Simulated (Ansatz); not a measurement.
## WC with two functionals, isotropic strain +1.33 %

Base system: WC (space group P-6m2, No. 187; a = 2.9226 Å, c = 2.8464 Å; relaxed with 0.1 eV smearing).

(Cell as relaxed with PBE.)

Levels (all Ansatz, an electronic-structure program, PAW, earlier PAW set): PBE (420 eV, no spin-orbit coupling); r2SCAN (500 eV, scalar-relativistic without spin-orbit coupling).

Each level relaxes its own structure.

| base | PBE | r2SCAN |
|---|---|---|
| volume per atom | 10.53 Å³ | 10.42 Å³ |
| lattice parameter a | 2.923 Å | 2.913 Å |
| band gap | zero | zero |

It is then changed as follows: the cell is scaled by 1.0133 in all directions; the atoms relax in the strained cell.

| quantity | PBE | r2SCAN |
|---|---|---|
| pressure (mean of the normal stresses, compression positive) | -14.1 GPa | -14.8 GPa |
| energy relative to the base (free energy F) | +19 meV/atom | +20 meV/atom |
| band gap | zero | zero |

PBE's pressure lies 0.7 GPa above r2SCAN's; PBE's energy relative to the base lies 0.7 meV/atom below r2SCAN's; the two agree on the band gap. Neither level is exact; r2SCAN is the comparison here, not a measurement.

Whether these cells are dynamically stable was not tested. All final runs are without spin polarisation.
